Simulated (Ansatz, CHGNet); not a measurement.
## Ladder of methods for the enthalpy of formation of A15 Mo3Si

Reference value: -0.324 eV/atom (measured, 298 K, copied from a table, unchecked, not corrected to a static lattice; as tabulated in the CRC Handbook).

| level (code) | value (eV/atom) | difference (eV/atom) |
|---|---|---|
| CHGNet 0.3.0 | -0.341 | -0.017 |
| LDA (Ansatz) | -0.368 | -0.044 |
| PBE (Ansatz) | -0.319 | +0.005 |
| r²SCAN (Ansatz) | -0.330 | -0.006 |
| PBE0 (Ansatz) | -0.336 | -0.012 |

Any of these levels can be the nearest once the reference is moved by up to 0.100 eV/atom (a margin picked here for doubts on the reference and the settings, and for temperature and zero-point motion) and values within 0.010 eV/atom count as equal.

The measured value isn't corrected to a static lattice, so vibrations enter the comparison.  CHGNet 0.3.0: the energies of CHGNet 0.3.0 can hold anion corrections fitted to measured formation enthalpies. PBE0: exact exchange on metals is sensitive to the k mesh and can open a false gap. Values are at the level's own equilibrium cell; PBE0 at the r²SCAN cell. Ansatz's density-functional and Hartree–Fock values are scalar-relativistic unless marked +SOC, with PAW data made under PBE.

Machine-learned potentials (CHGNet 0.3.0) are trained on DFT data: a solid inside that data is no test of them.

Differences are worked out from the printed values.

Ansatz is a program for electronic structure.
